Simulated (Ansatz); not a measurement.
## Lattice parameter c of ScPtN2 (model structure, started from the PtCoO2 type, R-3m, No. 166, 4 atoms in the cell) at several levels of theory

No measured value is used here.

```
level (code)     value (Å)
---------------  ---------
LDA (Ansatz)        17.945
PBE (Ansatz)        17.974
PBEsol (Ansatz)     17.978
r²SCAN (Ansatz)        ___
```

**Question.** Fill in the missing entries.

**Answer.** 
- r²SCAN (Ansatz, a quantum-chemistry and plane-wave program), value (Å): 17.921

Density-functional levels without +SOC have no spin–orbit coupling. Cutoffs differ between the levels. Ansatz's density-functional and Hartree–Fock values are scalar-relativistic unless marked +SOC, with PAW data made under PBE.

A model structure was made by putting elements into a prototype or built by hand; it is no filed structure, need not be a known phase, and can be a saddle point held by its symmetry.
